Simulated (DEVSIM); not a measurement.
Device: abrupt Si p-n junction, at 350 K.

| layer (left to right) | material | thickness (μm) | Nd (cm⁻³) | Na (cm⁻³) | τn (s) | τp (s) |
|---|---|---|---|---|---|---|
| 1 | Si | 0.110 | - | 2.3e17 | 0.00027 | 0.00027 |
| 2 | Si | 220 | 8.4e14 | - | 0.00027 | 0.00027 |

Left contact: ohmic. Right contact: ohmic. Voltage is applied to the left contact. Recombination: SRH at mid-gap. Mobility is constant in doping.

Constants are typed, rounded textbook-type inputs, not results; the design itself was drawn at random and stands for no fabricated device. Values at 300 K; Nc and Nv go as T^1.5, mobilities as T to minus their exponent, the gap by Varshni's rule with the affinity fixed.

| parameter | Si |
|---|---|
| gap (eV) | 1.124 |
| affinity (eV) | 4.05 |
| permittivity | 11.7 |
| Nc (cm⁻³) | 2.86e19 |
| Nv (cm⁻³) | 3.1e19 |
| μn (cm²/Vs) | 1417 |
| μp (cm²/Vs) | 470 |
| T exponent of μn | 2.3 |
| T exponent of μp | 2.2 |
| Varshni α (eV/K) | 0.000473 |
| Varshni β (K) | 636 |

Simulated with DEVSIM: 1D drift-diffusion, Boltzmann statistics, complete ionisation; no tunnelling, impact ionisation, image-force lowering or self-heating.

Q: Tabulate band edges, carrier densities and field at 0.9 V on the left contact.

A: Energies count from the Fermi level of the right contact; mesh points crowd at the junctions.

| x (μm) | Ec (eV) | Ev (eV) | n (cm⁻³) | p (cm⁻³) | field (V/cm) |
|---|---|---|---|---|---|
| 0.000 | 0.056 | -1.055 | 620000 | 2.3e17 | ≈ 0 |
| 0.02654 | 0.056 | -1.055 | 2.8e12 | 2.3e17 | ≈ 0 |
| 0.06552 | 0.056 | -1.055 | 7.1e12 | 2.3e17 | -310 |
| 0.1000 | 0.044 | -1.066 | 1.5e13 | 1.6e17 | -12000 |
| 0.1360 | -0.022 | -1.133 | 1.5e14 | 1.7e16 | -12000 |
| 0.2039 | -0.070 | -1.181 | 7.6e14 | 3.5e15 | -4000 |
| 0.3638 | -0.097 | -1.208 | 1.9e15 | 1.4e15 | -480 |
| 0.9934 | -0.100 | -1.210 | 2.1e15 | 1.3e15 | 15 |
| 2.224 | -0.098 | -1.208 | 2.1e15 | 1.3e15 | 15 |
| 5.124 | -0.093 | -1.204 | 2.1e15 | 1.3e15 | 15 |
| 11.96 | -0.083 | -1.194 | 2.1e15 | 1.3e15 | 15 |
| 38.86 | -0.041 | -1.152 | 2.1e15 | 1.2e15 | 16 |
| 91.44 | 0.043 | -1.067 | 2.0e15 | 1.2e15 | 16 |
| 162.9 | 0.169 | -0.942 | 1.8e15 | 9.2e14 | 19 |
| 201.9 | 0.255 | -0.856 | 1.4e15 | 5.4e14 | 27 |
| 212.7 | 0.288 | -0.822 | 1.1e15 | 3.1e14 | 36 |
| 217.0 | 0.305 | -0.805 | 1.0e15 | 1.6e14 | 45 |
| 218.8 | 0.314 | -0.796 | 9.2e14 | 7.6e13 | 53 |
| 219.7 | 0.319 | -0.791 | 8.6e14 | 2.5e13 | 59 |
| 219.9 | 0.321 | -0.790 | 8.5e14 | 1.0e13 | 60 |
| 220.1 | 0.321 | -0.789 | 8.4e14 | 3.2e12 | 61 |
| 220.1 | 0.322 | -0.789 | 8.4e14 | 1.7e8 | 61 |
